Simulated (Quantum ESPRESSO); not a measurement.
## Converging shifted k-point meshes: MgS (I4mm, 2 atoms in the cell)

```xyz
2
Lattice="0.0000 2.6078 2.6078 2.6078 0.0000 2.6078 2.6078 2.6078 0.0000" Properties=species:S:1:pos:R:3 pbc="T T T"
Mg     0.0000     0.0000     0.0500
S      2.6078     2.6078     2.6078
```

Method: LDA (PZ), GBRV 1.5 ultrasoft (LDA) pseudopotentials (plane waves; Quantum ESPRESSO 7.5).

Base settings: ecutwfc = 40 Ry; ecutrho = 200 Ry; occupations = smearing; smearing = fermi-dirac; degauss = 0.0036749 Ry; potentials = {Mg: mg_lda_v1.4.uspp.F.UPF, S: s_lda_v1.4.uspp.F.UPF}; K_POINTS = automatic 8 8 8 0 0 0; conv_thr = 1e-10 Ry; mixing_beta = 0.3.

Shifted meshes do not hold Γ, so a gap read on them misses any band edge there.

Only quantities that move along the ladder and can be compared are tabulated.

The count of work is k-points × plane waves × bands × iterations; it is no time. Core times come from one kind of shared machine, to one figure; runs under 30 s give none.

The starting cell has typed, rounded lattice constants, without a prior relaxation at this level. Its lattice was rescaled by up to half a per cent. One atom was moved a little off its site on purpose. In the base run, with a pressure of about -4 GPa the cell is away from its equilibrium volume at this level.

```csv
K_POINTS,free energy less the last step's (meV/atom),pressure (GPa),gap on the mesh (eV),count of work / last,core time / last (rough)
automatic 2 2 2 1 1 1,26.42,-3.33,4.494,0.00091,–
automatic 3 3 3 1 1 1,1.45,-3.67,3.643,0.0030,–
automatic 4 4 4 1 1 1,0.10,-3.70,3.247,0.0055,–
automatic 5 5 5 1 1 1,0.01,-3.69,3.029,0.011,–
automatic 6 6 6 1 1 1,0.00,-3.70,2.896,0.017,–
automatic 7 7 7 1 1 1,0.00,-3.70,2.811,0.030,–
automatic 8 8 8 1 1 1,0.00,-3.70,2.753,0.040,0.04
automatic 9 9 9 1 1 1,0.00,-3.70,2.712,0.057,0.05
automatic 10 10 10 1 1 1,0.00,-3.70,2.682,0.076,0.08
automatic 12 12 12 1 1 1,0.00,-3.70,2.642,0.13,0.10
automatic 13 13 13 1 1 1,0.00,-3.70,2.628,0.17,0.2
automatic 14 14 14 1 1 1,0.00,-3.70,2.617,0.20,0.1
automatic 16 16 16 1 1 1,0.00,-3.70,2.601,0.30,0.3
automatic 17 17 17 1 1 1,0.00,-3.70,2.595,0.36,0.3
automatic 19 19 19 1 1 1,0.00,-3.70,2.585,0.50,0.4
automatic 21 21 21 1 1 1,0.00,-3.70,2.578,0.68,0.8
automatic 24 24 24 1 1 1,0.00,-3.70,2.571,1.0,1
```

Coarsest K_POINTS that holds the pressure within 0.05 GPa of the last step, with all finer ones: automatic 3 3 3 1 1 1, at 0.0030 of the last step's count of work; the step before is off by 0.36 GPa.

Coarsest K_POINTS that holds the free energy within 1 meV/atom of the last step, with all finer ones: automatic 4 4 4 1 1 1, at 0.0055 of the last step's count of work; the step before is off by 1.5 meV/atom.
